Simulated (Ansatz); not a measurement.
## Several settings converged on ScGe (Cm, 4 atoms in the cell)

```xyz
4
Lattice="2.0109 -5.0660 0.0000 2.0109 5.0660 0.0000 0.0000 0.0000 3.7863" Properties=species:S:1:pos:R:3 pbc="T T T"
Sc     2.0109    -3.6780     2.8897
Sc     2.0109     3.6780     0.9466
Ge     2.0109    -0.9069     2.8397
Ge     2.0109     0.9069     0.9466
```

Base method: PBEsol, default PAW files made with PBE (plane waves; Ansatz, an electronic-structure program).

Base settings: basis.ecutwfc = 30.9 Ry; kpoints.mp_grid.grid = 7 7 7; hamiltonian.xc = pbesol; hamiltonian.pseudopotentials = {kind: paw} (the program's default PAW files); scf.occupations.method = gaussian; scf.occupations.width = 0.0073 Ry.

The count of work is k-points × plane waves × bands × iterations; it is no time. Core times come from one kind of shared machine, to one figure; runs under 30 s give none.

**The k-point mesh**

The second cell is the first with its lattice scaled by 0.98.

Only quantities that move along the ladder and can be compared are tabulated.

| kpoints.mp_grid.grid | free energy less the last step's (meV/atom) | energy of the compressed cell less the first (meV/atom) | pressure (GPa) | largest difference of a force vector from the last step's (eV/Å) | count of work / last | core time / last (rough) |
|---|---|---|---|---|---|---|
| 2 2 2 | 49.65 | -7.17 | -3.70 | 0.654 | 0.010 | – |
| 3 3 3 | 18.73 | -5.25 | -3.48 | 0.196 | 0.017 | – |
| 4 4 4 | -1.54 | -4.66 | -3.41 | 0.062 | 0.040 | – |
| 6 6 6 | 1.86 | -4.35 | -3.37 | 0.024 | 0.11 | – |
| 7 7 7 | 1.29 | -4.52 | -3.39 | 0.005 | 0.17 | – |
| 9 9 9 | 0.01 | -4.73 | -3.41 | 0.009 | 0.34 | 0.3 |
| 11 11 11 | -0.43 | -4.76 | -3.42 | 0.007 | 0.62 | 0.6 |
| 13 13 13 | 0.00 | -4.70 | -3.41 | 0.000 | 1.0 | 1 |

Coarsest kpoints.mp_grid.grid that holds the energy of the compressed cell less the first within 0.5 meV/atom of the last step, with all finer ones: 4 4 4, at 0.040 of the last step's count of work; the step before is off by 0.55 meV/atom.

Coarsest kpoints.mp_grid.grid that holds the pressure within 0.2 GPa of the last step, with all finer ones: 3 3 3, at 0.017 of the last step's count of work; the step before is off by 0.29 GPa.

Coarsest kpoints.mp_grid.grid that holds the free energy within 2 meV/atom of the last step, with all finer ones: 4 4 4, at 0.040 of the last step's count of work; the step before is off by 19 meV/atom.

The energy difference between the two cells stays within 1 meV/atom of the last step's from 3 3 3 on, the total only from 9 9 9 on: much of the error is common to both cells and cancels.

**The k-point mesh at a smearing width of 0.3 eV**

In this ladder: scf.occupations.width = 0.022 Ry.

Only quantities that move along the ladder and can be compared are tabulated.

| kpoints.mp_grid.grid | free energy less the last step's (meV/atom) | largest difference of a force vector from the last step's (eV/Å) | count of work / last | core time / last (rough) |
|---|---|---|---|---|
| 3 3 3 | 16.74 | 0.174 | 0.0077 | – |
| 4 4 4 | 0.46 | 0.066 | 0.018 | – |
| 5 5 5 | 1.38 | 0.026 | 0.030 | – |
| 7 7 7 | 0.41 | 0.010 | 0.077 | – |
| 10 10 10 | -0.09 | 0.002 | 0.22 | 0.2 |
| 14 14 14 | 0.01 | 0.000 | 0.57 | 0.6 |
| 17 17 17 | 0.00 | 0.000 | 1.0 | 1 |

Coarsest kpoints.mp_grid.grid that holds the free energy within 0.5 meV/atom of the last step, with all finer ones: 7 7 7, at 0.077 of the last step's count of work; the step before is off by 1.4 meV/atom.

Coarsest kpoints.mp_grid.grid that holds the forces within 0.005 eV/Å of the last step, with all finer ones: 10 10 10, at 0.22 of the last step's count of work and about 0.2 of the last step's time; the step before is off by 0.010 eV/Å.

**The width of cold smearing**

In this ladder: kpoints.mp_grid.grid = 12 12 12; scf.occupations.method = cold.

Narrow widths need finer meshes than wide ones, so the last steps can hold mesh noise.

Only quantities that move along the ladder and can be compared are tabulated; pressure and forces are left out, as mesh noise rules them at narrow widths.

```tsv
scf.occupations.width	free energy less the last step's (meV/atom)	core time / last (rough)
0.0735 Ry	-0.37	1
0.0367 Ry	1.75	1.0
0.022 Ry	0.14	1.0
0.0073 Ry	0.00	1
```

Widest scf.occupations.width that holds the free energy within 0.5 meV/atom of the last step, with all finer ones: 0.022 Ry; the step before is off by 1.8 meV/atom.

On the base run: the starting cell comes from a database of computed structures (which also holds hypothetical and non-ambient phases and stackings), without a prior relaxation at this level. Its lattice was rescaled by up to half a per cent. One atom was moved a little off its site on purpose. In the base run, with a pressure of about -3 GPa the cell is away from its equilibrium volume at this level. Ansatz's pressure includes its estimate of the finite-basis (Pulay) stress.

Left out of this page: 2 runs of the series outside the window shown, repeating another row's setting, or not comparable.

Keys are those of Ansatz 0.2.
